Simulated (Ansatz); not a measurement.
Consider WS$_{2}$ in the 2H-MoS2 type structure (space group P6_3/mmc, No. 194; a = 3.170 Å, c = 12.492 Å; layered, stacked along the Cartesian z axis).

Level of theory: r2SCAN+rVV10 in Ansatz (plane waves to 500 eV, PAW, scalar-relativistic without spin-orbit coupling).

For the base:

| Quantity | Result |
|---|---|
| Hole mass | 0.74 mₑ along c, 0.62 mₑ across (at Γ) |
| Band gap | 1.13 eV |
| Volume per atom | 18.12 Å³ |

One thing is altered: Mo takes the place of W on all its sites; the structure is relaxed again.

Tabulated Pauling electronegativity and covalent radius: W 2.36, 1.62 Å; Mo 2.16, 1.54 Å.

Task: How does this affect the hole mass, band gap and volume per atom?

Result: The hole mass goes from 0.74 mₑ along c, 0.62 mₑ across (at Γ) to 0.87 mₑ along c, 0.69 mₑ across (at Γ); the band gap decreases by 0.12 eV to 1.01 eV; the volume per atom drops by 0.05 Å³ (18.12 Å³ → 18.07 Å³).

Spin-orbit coupling, missing from the scalar runs, can matter with W. Masses are band curvatures over ±0.01 Å⁻¹ around the edge. Stability against distortions was not tested.

Ansatz is a quantum-chemistry and plane-wave program.
